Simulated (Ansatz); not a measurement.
# How far PBE and PBEsol part for BaHfO3, pressure −2 GPa

The reference is BaHfO₃ in the cubic perovskite structure (space group Pm-3m, No. 221; a = 4.206 Å).

(Cell as relaxed with PBE.)

Levels (all Ansatz, a quantum-chemistry and plane-wave program, PAW): PBE (420 eV, spin-orbit coupling left out); PBEsol (420 eV, without spin-orbit coupling).

Each level relaxes its own structure.

```
base                        PBE      PBEsol
-------------------  ----------  ----------
volume per atom        14.88 Å³    14.37 Å³
lattice parameter a  7.949 bohr  7.857 bohr
band gap                3.62 eV     3.58 eV
```

Perturbation: hydrostatic tension (pressure −2 GPa).

```csv
quantity,PBE,PBEsol
lattice parameter a,7.984 bohr,7.888 bohr
"electron mass (degenerate bands, along [100])","0.35, 0.35, 2.3 mₑ (at Γ)","0.33, 0.33, 2.3 mₑ (at Γ)"
```

PBE's lattice parameter a lies 0.0954 bohr above PBEsol's (1.2 %). Neither level is exact; PBEsol is the comparison here, not a measurement.

With Hf present, leaving out spin-orbit coupling can change the band edges. Load acts through the strain it causes; cell and atoms are relaxed under it. Effective masses come from finite differences of ±0.01 Å⁻¹. Whether these cells are dynamically stable was not tested. The base started in P4mm and relaxed to Pm-3m at this level.
